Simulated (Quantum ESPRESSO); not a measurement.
Quantum ESPRESSO is run on Si4Rh3 (Pnma, 28 atoms in the cell), and the run fails. The aim is a self-consistent single point with DFT, PBEsol, plane waves, GBRV 1.5 ultrasoft (PBESOL) pseudopotentials.

The input file:

```fortran
&CONTROL
   calculation = 'scf',
   outdir = './tmp',
   pseudo_dir = './',
   tprnfor = .true.,
   tstress = .true.,
/
&SYSTEM
   ibrav = 8,
   celldm(1) = 35.58681215,
   celldm(2) = 0.1923572609,
   celldm(3) = 0.3094824533,
   nat = 28,
   ntyp = 2,
   ecutwfc = 40,
   ecutrho = 320,
   occupations = 'smearing',
   smearing = 'fermi-dirac',
   degauss = 0.0073499,
   nbnd = 122,
/
&ELECTRONS
   conv_thr = 1e-10,
   mixing_beta = 0.5,
/
ATOMIC_SPECIES
Si    28.0850  si_pbesol_v1.uspp.F.UPF
Rh   102.9055  rh_pbesol_v1.4.uspp.F.UPF
ATOMIC_POSITIONS {crystal}
Si    0.14321000    0.25000000    0.38679000
Si    0.85679000    0.75000000    0.61321000
Si    0.35679000    0.75000000    0.88679000
Si    0.64321000    0.25000000    0.11321000
Si    0.23173000    0.75000000    0.22135000
Si    0.76827000    0.25000000    0.77865000
Si    0.26827000    0.25000000    0.72135000
Si    0.73173000    0.75000000    0.27865000
Si    0.40966000    0.25000000    0.42859000
Si    0.59034000    0.75000000    0.57141000
Si    0.09034000    0.75000000    0.92859000
Si    0.90966000    0.25000000    0.07141000
Si    0.04942000    0.75000000    0.48018000
Si    0.95058000    0.25000000    0.51982000
Si    0.45058000    0.25000000    0.98018000
Si    0.54942000    0.75000000    0.01982000
Rh    0.03204000    0.25000000    0.18937000
Rh    0.96796000    0.75000000    0.81063000
Rh    0.46796000    0.75000000    0.68937000
Rh    0.53204000    0.25000000    0.31063000
Rh    0.17626000    0.25000000    0.00352000
Rh    0.82374000    0.75000000    0.99648000
Rh    0.32374000    0.75000000    0.50352000
Rh    0.67626000    0.25000000    0.49648000
Rh    0.32567000    0.25000000    0.11342000
Rh    0.67433000    0.75000000    0.88658000
Rh    0.17433000    0.75000000    0.61342000
Rh    0.82567000    0.25000000    0.38658000
K_POINTS {automatic}
1 5 3  0 0 0
```

The program printed (abridged):

```
     Self-consistent Calculation

     iteration #  1     ecut=    40.00 Ry     beta= 0.50

 %%%%%%%%%%%%%%%%%%%%%%%%%%%%%%%%%%%%%%%%%%%%%%%%%%%%%%%%%%%%%%%%%%%%%%%%%%%%%%
     Error in routine efermig (1):
     internal error, cannot bracket Ef
 %%%%%%%%%%%%%%%%%%%%%%%%%%%%%%%%%%%%%%%%%%%%%%%%%%%%%%%%%%%%%%%%%%%%%%%%%%%%%%

     stopping ...
```

Q: Read the log: what does the program object to, and what is the fix?

A: The fault is too few bands; here the program stops on it instead of giving results. To fix it, raise the band count or leave it to the default. The program stopped with an error at about iteration 1.

An input that runs soundly differs in these lines (not the only fix; some lines may just follow from the change or write a value another way):
```diff
-   nbnd = 122,
```

With that input, the run converged in 16 iterations: free energy E − TS -30048.1347 eV; Fermi level (on the code's own zero) 15.06 eV; pressure -2.83 GPa; largest force (vector length) 0.240 eV/Å (DFT, PBEsol, plane waves, GBRV 1.5 ultrasoft (PBESOL) pseudopotentials).

On the sound input: the starting cell comes from a database of computed structures (which also holds hypothetical and non-ambient phases and stackings), without a prior relaxation at this level. Spin polarisation is off. Without a gap this mesh is coarse (it stands for a supercell whose shortest vector is 17 Å).
